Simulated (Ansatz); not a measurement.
**Te (model structure, started from the diamond type, Fd-3m, No. 227, 2 atoms in the cell): properties by level of theory**

```csv
level (code),lattice parameter a (Å),cohesive energy (eV/atom)
LDA (Ansatz),7.001,(withheld)
PBE (Ansatz),7.185,2.00
PBEsol (Ansatz),(withheld),(withheld)
PBE-D3(BJ) (Ansatz),(withheld),2.29
r²SCAN (Ansatz),7.146,1.73
r²SCAN+rVV10 (Ansatz),7.098,1.92
```

**Question.** Some entries are withheld; supply them.

**Answer.** 
- LDA (Ansatz, a quantum-chemistry and plane-wave program), cohesive energy (eV/atom): 2.75
- PBEsol (Ansatz), lattice parameter a (Å): 7.059
- PBEsol (Ansatz), cohesive energy (eV/atom): 2.32
- PBE-D3(BJ) (Ansatz), lattice parameter a (Å): 7.077

Ansatz's density-functional and Hartree–Fock values are scalar-relativistic unless marked +SOC, with PAW data made under PBE.

Free atoms are spin-polarised, in the lowest state found; at levels without +SOC their spin–orbit coupling is left out.

Static lattice: no zero-point or thermal effects.

A model structure was made by putting elements into a prototype or built by hand; it is no filed structure, need not be a known phase, and can be a saddle point held by its symmetry.
